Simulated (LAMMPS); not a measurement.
MD of CeO2 (fluorite) at zero pressure, 324 atoms, as a crystal; each row is its own run.

Model: classical MD, Buckingham potential of Lewis and Catlow, J. Phys. C 18, 1149 (1985), first set, used with rigid ions (no shells), PPPM sums, short-range terms cut at 10 Å, modified for these runs by an r^-4 repulsive force inside the short-range force's maximum; code LAMMPS.

```csv
T (K),enthalpy (eV/atom)
200,-34.150
300,-34.124
1220,-33.879
2020,-33.662
2840,-33.437
```

### Question
Fit a straight line, y = a + b x, to these rows (x is the first column, y the second) and predict the run at x = 1620.

### Answer
Least squares gives a = -34.206 and b = 0.0002699. At x = 1620 the fit predicts -33.768 eV/atom. The run itself gave -33.773 ± 0.002 eV/atom, so the fit is 5 meV/atom high.

Caution: the potential ionic pair potential lewis1985a is fitted to static crystal properties with a polarisable anion, which is rigid here.

Caution (rows 1220; 1620; 2020; 2840): a run this short can hold a crystal over, or a liquid under, the potential's own melting point, which these runs don't give.
